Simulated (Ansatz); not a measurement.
**Ga2O3 (model structure, started from the stibnite type, Pnma, No. 62, 20 atoms in the cell): band gap by level of theory**

No measured value is used here.

```tsv
level (code)	value (eV)
LDA (Ansatz)	1.39 (indirect)
PBEsol+SOC (Ansatz)	1.44 (indirect)
r²SCAN+SOC (Ansatz)	2.01 (indirect)
HSE06 (Ansatz)	3.05 (indirect)
```

Computed values are for a static lattice. Levels without +SOC have no spin–orbit coupling; where heavier elements are present it shifts gaps, mostly down, and can invert bands.  PBEsol+SOC, r²SCAN+SOC: the gap is read on the k mesh or supercell of the run alone and can be too large. Values are at the PBE-D3(BJ) cell. Cutoffs and k meshes differ between the levels. Ansatz's density-functional and Hartree–Fock values are scalar-relativistic unless marked +SOC, with PAW data made under PBE.

A model structure was made by putting elements into a prototype or built by hand; it is no filed structure, need not be a known phase, and can be a saddle point held by its symmetry.

Ansatz is a program for electronic structure.
